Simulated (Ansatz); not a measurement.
The reference is InSb in the zinc blende structure (space group F-43m, No. 216; a = 6.557 Å). Axes: x, y, z lie along the cube axes.

Level of theory: r2SCAN (Ansatz, an electronic-structure program, PAW, no spin-orbit coupling), earlier PAW set.

Strains are applied to the cell and any free atomic positions relax; under biaxial strain the out-of-plane vector relaxes too.

One change was made to it. Results:

| quantity | base | after |
|---|---|---|
| energy relative to the base (free energy F) | 0 meV/atom | +0.9 meV/atom |
| volume per atom | 35.24 Å³ | 35.58 Å³ |
| pressure (mean of the normal stresses, compression positive) | 0.0 GPa | -0.4 GPa |

Question: Which change produced these results?
(A) tensor shear ε_xy = −0.85 %
(B) isotropic strain −1.47 %
(C) biaxial strain +0.70 %, plane normal [110], relaxed out of plane
(D) biaxial strain +1.22 %, plane normal [111], relaxed out of plane

Answer: C, biaxial strain +0.70 %, plane normal [110], relaxed out of plane. For comparison, the volume per atom in the other runs: biaxial strain +1.22 %, plane normal [111], relaxed out of plane gives 35.86 Å³; isotropic strain −1.47 % gives 33.71 Å³; tensor shear ε_xy = −0.85 % gives 35.24 Å³.

A biaxial case was relaxed in a doubled cell and then solved in the primitive one. No phonon test of stability was made. All final runs are without spin polarisation.
